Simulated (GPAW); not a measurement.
Band structure of Ba (Im-3m, 1 atom in the cell).

```xyz
1
Lattice="-2.5599 2.5599 2.5599 2.5599 -2.5599 2.5599 2.5599 2.5599 -2.5599" Properties=species:S:1:pos:R:3 pbc="T T T"
Ba     0.0000     0.0000     0.0000
```

Method of the run: PBE, GPAW PAW datasets PBE (gpaw-data 1.0.1) (plane waves; GPAW).

Settings: mode = pw; ecut = 550 eV; xc = PBE; kpts = 12 12 12; mesh shift (steps) = 0 0 0; occupations.name = fermi-dirac; occupations.width = 0.05 eV; nbands = -7; convergence.density = 1e-05 e/electron; symmetry.symmorphic = false; symmetry.tolerance = 0.0005; maxiter = 120; bandpath_npoints = 40.

The starting cell has typed, rounded lattice constants, without a prior relaxation at this level. Its lattice was rescaled by a random factor within 2.5 % of one.

Levels in eV from the Fermi level, bands 2 to 9:
| point | 2 | 3 | 4 | 5 | 6 | 7 | 8 | 9 |
|---|---|---|---|---|---|---|---|---|
| Γ | -13.98 | -13.98 | -13.98 | -2.71 | 1.76 | 1.76 | 1.76 | 3.08 |
| H | -14.24 | -14.24 | -14.24 | -0.46 | -0.46 | 4.03 | 4.03 | 4.03 |
| N | -14.36 | -14.10 | -13.99 | -0.85 | 0.70 | 1.07 | 3.02 | 3.58 |
| P | -14.17 | -14.17 | -14.17 | 0.47 | 0.47 | 0.47 | 3.45 | 3.67 |

Bands cross the Fermi level along this path, so the cell is metallic at this level.
